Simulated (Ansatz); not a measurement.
BaTiO3, response to strain

Consider BaTiO3 in the cubic perovskite structure (space group Pm-3m, No. 221).

```xyz
5
Lattice="4.0192 0.0000 0.0000 0.0000 4.0192 0.0000 0.0000 0.0000 4.0192" Properties=species:S:1:pos:R:3 pbc="T T T"
Ba     0.0000     0.0000     0.0000
Ti     2.0096     2.0096     2.0096
O      2.0096     0.0000     2.0096
O      0.0000     2.0096     2.0096
O      2.0096     2.0096     0.0000
```

Strains are applied to the cell and any free atomic positions relax.

Level of theory: Kohn–Sham DFT with the PBE functional, run in Ansatz (an electronic-structure program) with PAW and 420 eV plane waves, no SOC.

```csv
isotropic strain (%),pressure (GPa)
0,0.0
0.6,-2.8
1.2,-5.4
1.8,-7.7
2.4,?
3,-11.8
```

### Question
Fit P = P₀ − Bδ + Cδ² with δ = (1 + ε)³ − 1 to the rows shown and predict the withheld row.

### Answer
Least squares on the printed values gives P₀ = 0.0 GPa, B = 160 GPa, C = 356 GPa (largest residual 0.0 GPa); this predicts -9.9 GPa, and the run gives -9.9 GPa, in agreement.

Whether these cells are dynamically stable was not tested. The final runs are not spin-polarised. Many cubic perovskites are stable only at high temperature; tilts and polar distortions were not tested. This is not the structure that BaTiO3 has at room temperature and ambient pressure.
